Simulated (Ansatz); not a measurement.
Base system: PbI$_{2}$ in the CdI2 type structure (space group P-3m1, No. 164).

```xyz
3
Lattice="4.5585 0.0000 0.0000 -2.2792 3.9478 0.0000 0.0000 0.0000 6.9752" Properties=species:S:1:pos:R:3 pbc="T T T"
Pb     0.0000     0.0000     0.0000
I      0.0000     2.6318     1.8894
I      2.2792     1.3159     5.0858
```

All numbers come from Kohn–Sham DFT with the PBE-D3(BJ) functional, run in Ansatz (a quantum-chemistry and plane-wave program) with PAW and 420 eV plane waves, no SOC.

One change was made to it. Results:

```
quantity                             base       after
-----------------------------  ----------  ----------
shortest interatomic distance     3.240 Å     3.024 Å
band gap                          2.18 eV        zero
density                        6.10 g/cm³  9.28 g/cm³
c/a ratio                           1.530       1.795
```

Task: Which change produced these results?
A) pressure 60 GPa
B) pressure 45 GPa
C) pressure 4.2 GPa
D) pressure 18 GPa
E) pressure 1.8 GPa

Result: D, pressure 18 GPa. For comparison, the shortest interatomic distance in the other runs: pressure 45 GPa gives 2.992 Å; pressure 60 GPa gives 3.004 Å; pressure 4.2 GPa gives 3.150 Å; pressure 1.8 GPa gives 3.195 Å.

The mesh was chosen for an insulator and is coarse for the gapless case. From pressure 45 GPa on, the axis ratios lie over 15 % from the base's, so the cell there is far from its starting form. With I and Pb present, leaving out spin-orbit coupling can change the band edges. Load acts through the strain it causes; cell and atoms are relaxed under it. No phonon test of stability was made. No other phases were tried under pressure. The final runs are not spin-polarised. A zero or small gap of PbI2 under pressure 18 GPa can be the functional's error rather than a property of the material.
